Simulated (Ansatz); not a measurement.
Density of states of Cu3Sn (Pmmn) near the Fermi level, PBEsol, rigid bands (Ansatz, an electronic-structure program).

```csv
E − E_F (eV),states/eV/cell
-1.95,4.67
-1.85,4.32
-1.75,4.28
-1.65,4.48
-1.55,3.99
-1.45,3.71
-1.35,3.51
-1.25,3.39
-1.15,3.40
-1.05,3.30
-0.95,3.24
-0.85,3.12
-0.75,2.99
-0.65,2.86
-0.55,2.72
-0.45,2.57
-0.35,2.40
-0.25,2.32
-0.15,2.20
-0.05,2.11
0.05,2.02
0.15,1.91
0.25,1.84
0.35,1.77
0.45,1.67
0.55,1.59
0.65,1.51
0.75,1.45
0.85,1.29
0.95,1.29
1.05,1.44
1.15,1.97
1.25,1.90
1.35,2.10
1.45,2.42
1.55,2.54
1.65,2.68
1.75,2.49
1.85,2.30
```

Task: With 8 atoms a cell, what bare Sommerfeld coefficient γ = (π²/3) k_B² N(E_F) follows?

Result: N(E_F) ≈ 2.1 states/eV a cell at 300 K, so γ ≈ 0.61 mJ/(mol of atoms·K²), before many-body enhancement (phonons, spin fluctuations, correlation).

Task: How far does the Fermi level move in a rigid band for 0.1 electron a cell added or removed?

Result: 49 meV and -48 meV.

A metal at this level (no band gap); rigid bands, thermally averaged at 300 K, both spins. Spin-orbit coupling is left out. Geometry: cell and atoms relaxed with PBEsol.

Formula and space group known from diffraction (Crystallography Open Database), not checked to be the room-temperature form: Cu3Sn (Pmmn).
